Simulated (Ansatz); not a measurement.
Band structure of Tl3Cu (I4/mmm, 4 atoms in the cell).

```yaml
crystal:
  lattice:
    - [-2.28607, 2.28607, 4.98630]
    - [2.28607, -2.28607, 4.98630]
    - [2.28607, 2.28607, -4.98630]
  atoms:
    - { symbol: Tl, position: [0.75000, 0.25000, 0.50000] }
    - { symbol: Tl, position: [0.25000, 0.75000, 0.50000] }
    - { symbol: Tl, position: [0.50000, 0.50000, 0.00000] }
    - { symbol: Cu, position: [0.00000, 0.00000, 0.00000] }
```

Method of the run: PBEsol, PAW files made with PBE (plane waves; Ansatz, an electronic-structure program).

Settings: kpoints.mp_grid.grid = 7 7 7; hamiltonian.xc = pbesol; hamiltonian.pseudopotentials = {kind: paw} (the program's default PAW files); scf.occupations.method = fermi_dirac; scf.occupations.width = 0.136 eV; kpoints.band_path.npoints = 8.

The starting cell comes from a database of computed structures (which also holds hypothetical and non-ambient phases and stackings), without a prior relaxation at this level. Spin-orbit coupling is off. Spin polarisation is off.

Levels in eV from the Fermi level, bands 26 to 33:
| point | 26 | 27 | 28 | 29 | 30 | 31 | 32 | 33 |
|---|---|---|---|---|---|---|---|---|
| Γ | -1.98 | -1.88 | -1.68 | 0.74 | 0.74 | 0.98 | 1.67 | 1.67 |
| X | -2.14 | -1.95 | -1.82 | -1.79 | -1.59 | 1.65 | 1.99 | 2.78 |
| Y | -2.11 | -1.96 | -1.81 | -1.35 | -0.39 | 1.75 | 2.16 | 2.92 |
| S | -2.03 | -1.96 | -1.32 | 0.74 | 1.65 | 2.75 | 3.12 | 4.12 |
| Z | -1.98 | -1.65 | -1.02 | -1.02 | 0.11 | 4.54 | 4.54 | 4.70 |
| S1 | -2.03 | -1.96 | -1.32 | 0.74 | 1.65 | 2.75 | 3.12 | 4.12 |
| N | -2.04 | -1.95 | -1.54 | 1.47 | 1.50 | 1.87 | 2.42 | 4.25 |
| P | -1.95 | -1.86 | -1.85 | -0.93 | -0.60 | -0.60 | 0.29 | 5.76 |
| Y1 | -2.11 | -1.96 | -1.81 | -1.35 | -0.39 | 1.75 | 2.16 | 2.92 |

Bands cross the Fermi level along this path, so the cell is metallic at this level.

Keys are those of Ansatz 0.2.
